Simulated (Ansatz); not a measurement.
Consider a periodic stack without vacuum, hcp Hf (0 0 1) on wurtzite ZnO (0 0 1) (film strained to the substrate, started from cuts of the bulks and a machine-learned relaxation): substrate slab Zn6O6, film Hf4, surface cells [[-1, -1], [0, -1]] and [[0, -1], [1, 0]], film strained by +2.3 and +2.3 %, outermost planes Zn/O and Hf/Hf as cut, which need not be the usual terminations and can put a slab off its formula. Its start:

```xyz
16
Lattice="3.2795 0.0000 -0.0014 1.6397 2.8401 -0.0523 -0.1470 -0.7560 25.9517" Properties=species:S:1:pos:R:3 pbc="T T T"
Zn     1.5066     0.6604     0.8200
Zn     3.2219     1.6764     3.4987
O      1.5806     0.7183     2.9424
O      3.2622     1.7035     5.5309
Zn     1.6247     0.7675     6.1751
Zn     3.2778     1.7368     8.8091
O      1.6375     0.7801     8.2005
O      3.2694     1.7470    10.8377
Zn     1.6292     0.8104    11.4812
Zn     3.2207     1.8089    14.0629
O      1.5821     0.8537    13.5250
O      3.0691     1.9483    16.1098
Hf     2.9965     0.0645    17.2798
Hf     1.1607     1.4192    19.6688
Hf     2.7913     0.5941    22.2081
Hf     1.2628     1.7046    24.6336
```

The start was prepared with a machine-learned potential, and the result is one local minimum, with the in-plane cell held and forces under 0.04 eV/Å; the film can end far from its bulk form.

Calculation: PBE (plane waves to 420 eV, PAW; Ansatz, a first-principles code). Scalar-relativistic, without spin–orbit coupling; the runs are not spin-polarised; PBE gaps are too small against experiment. Its k-point mesh 11×11×1, Fermi–Dirac width 0.05 eV.

Problem. Predict the relaxed interface.

Solution. 
```
Property                                                                                   Result
--------------------------------------------------------------------------------  ---------------
interface area                                                                             9.3 Å²
period                                                                                    26.02 Å
gaps between the outermost planes at the two interfaces                           1.11 and 2.20 Å
Hf–Zn contacts across the interfaces within 1.22 times the sum of covalent radii   3, mean 2.90 Å
Hf–O contacts across the interfaces within 1.22 times the sum of covalent radii    3, mean 2.20 Å
```
